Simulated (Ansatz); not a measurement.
Take TiO2 in the rutile structure (space group P4_2/mnm, No. 136; a = 4.5967 Å, c = 2.9537 Å) as the base.

Computed with r2SCAN/PAW in Ansatz (a program for electronic structure), no spin-orbit coupling.

Before the change:

| Property | Result |
|---|---|
| Gap character | direct at Γ |
| Pressure | 0.00 GPa |
| Electron mass | 0.58 mₑ along c, 1.2 mₑ across (at Γ) |
| Valence-band top at Γ | 0.00, -0.48, -0.48 eV |

One thing is altered: every lattice vector is shortened by 0.15 %; the atoms relax in the strained cell.

Question: Estimate the effect on the gap character.

Answer: The gap character stays direct at Γ.

Question: How does this affect the pressure?

Answer: The pressure (mean of the normal stresses, compression positive) goes from zero to 1.09 GPa.

Question: What does the calculation give for the electron mass after the change?

Answer: The electron mass stays 0.58 mₑ along c, 1.2 mₑ across (at Γ).

Question: Predict the new valence-band top at Γ.

Answer: The valence-band top at Γ (three highest levels, from the VBM) stays 0.00, -0.48, -0.48 eV.

Masses are band curvatures over ±0.01 Å⁻¹ around the edge. Whether these cells are dynamically stable was not tested. All final runs are without spin polarisation.
